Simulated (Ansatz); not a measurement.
## Mo: pressure series

Take Mo in the bcc (W type) structure (space group Im-3m, No. 229; a = 3.151 Å) as the base.

Cell and atoms are relaxed at each pressure.

Computed with DFT with r2SCAN, PAW potentials and a 500 eV plane-wave cutoff in Ansatz (a program for electronic structure), spin-orbit coupling left out.

Two rows of this table had their results exchanged by mistake.

| pressure | volume per atom (Å³) | shortest distance (Å) | band gap |
|---|---|---|---|
| pressure −2 GPa | 15.75 | 2.735 | zero |
| pressure −1 GPa | 15.70 | 2.732 | zero |
| pressure 1.8 GPa | 15.53 | 2.723 | zero |
| pressure 4.2 GPa | 15.40 | 2.715 | zero |
| pressure 9 GPa | 15.16 | 2.700 | zero |
| pressure 18 GPa | 13.77 | 2.616 | zero |
| pressure 30 GPa | 14.27 | 2.647 | zero |
| pressure 45 GPa | 14.75 | 2.676 | zero |
| pressure 60 GPa | 13.34 | 2.588 | zero |

Question: Which two?

Answer: The rows for pressure 18 GPa and pressure 45 GPa: the volume has to fall steadily with pressure, so 14.75 Å³ belongs to pressure 18 GPa and 13.77 Å³ to pressure 45 GPa.

Load acts through the strain it causes; cell and atoms are relaxed under it. Stability against distortions was not tested. No other phases were tried under pressure. All final runs are without spin polarisation.
